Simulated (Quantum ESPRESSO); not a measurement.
Worked example: self-consistent single point of AgAu (P1, 2 atoms in the cell) in Quantum ESPRESSO.

Method: PBEsol, PSlibrary PAW (PBE) pseudopotentials (plane waves; Quantum ESPRESSO).

```yaml
crystal:
  lattice:
    - [2.93517, 0.00000, 0.00000]
    - [-1.46758, 2.54193, 0.00000]
    - [0.00000, 0.00000, 4.69691]
  atoms:
    - { symbol: Ag, position: [0.98906, 0.01561, 0.50118] }
    - { symbol: Au, position: [0.67761, 0.31772, 0.99882] }
```

Reference input (self-consistent single point, DFT, PBEsol, plane waves, PSlibrary PAW (PBE) pseudopotentials): ecutwfc = 50 Ry; ecutrho = 450 Ry; occupations = smearing; smearing = marzari-vanderbilt; degauss = 0.0073499 Ry; input_dft = pbesol; potentials = {Ag: Ag.pbe-n-kjpaw_psl.1.0.0.UPF, Au: Au.pbe-n-kjpaw_psl.1.0.0.UPF}; K_POINTS = automatic 9 9 5 0 0 0; conv_thr = 1e-10 Ry; mixing_beta = 0.7. This run's input differs from it in these lines:

```diff
@@ -20,3 +20,3 @@
 &electrons
-    conv_thr = 1.0d-10
+    conv_thr = 7.3e-07
     mixing_beta = 0.7
```

Log, with long lists cut:

```
     Self-consistent Calculation

     iteration #  1     ecut=    50.00 Ry     beta= 0.70

     Threshold (ethr) on eigenvalues was too large:
     Diagonalizing with lowered threshold

     total energy              =   -1114.99150058 Ry
     estimated scf accuracy    <       0.16271037 Ry

     iteration #  2     ecut=    50.00 Ry     beta= 0.70

     total energy              =   -1115.01801315 Ry
     estimated scf accuracy    <       0.33603210 Ry

     iteration #  3     ecut=    50.00 Ry     beta= 0.70

     total energy              =   -1115.08039171 Ry
     estimated scf accuracy    <       0.01396938 Ry

   [... 4 blocks of this kind left out ...]

     iteration #  8     ecut=    50.00 Ry     beta= 0.70

     total energy              =   -1115.08416413 Ry
     estimated scf accuracy    <       0.00000292 Ry

     iteration #  9     ecut=    50.00 Ry     beta= 0.70
     End of self-consistent calculation

     Number of k-points >= 100: set verbosity='high' to print the bands.

     the Fermi energy is    13.7878 ev

!    total energy              =   -1115.08416367 Ry
     estimated scf accuracy    <       0.00000069 Ry
     smearing contrib. (-TS)   =       0.00000604 Ry
     internal energy E=F+TS    =   -1115.08416971 Ry

     convergence has been achieved in   9 iterations

     Forces acting on atoms (cartesian axes, Ry/au):

     atom    1 type  1   force =     0.00586079   -0.00374961   -0.00306880
     atom    2 type  2   force =    -0.00586079    0.00374961    0.00306880

     Total force =     0.010754     Total SCF correction =     0.000230

          total   stress  (Ry/bohr**3)                   (kbar)     P=      -54.75
  -0.00047166  -0.00004471  -0.00000517          -69.38       -6.58       -0.76
  -0.00004471  -0.00053486   0.00000339           -6.58      -78.68        0.50
  -0.00000517   0.00000339  -0.00011007           -0.76        0.50      -16.19

   JOB DONE.
```

The run converged in 9 iterations. Against the reference run the free energy is nearly the same (within 1 meV/atom), the pressure goes from -5.63 to -5.48 GPa and the largest force moves little (0.194 to 0.196 eV/Å).

The starting cell comes from a database of computed structures (which also holds hypothetical and non-ambient phases and stackings), without a prior relaxation at this level. Its atoms were displaced at random from the sites of space group no. 187. With a pressure of about -5 GPa the cell is away from its equilibrium volume at this level.

Cost on one core of a shared machine: roughly 2 min.
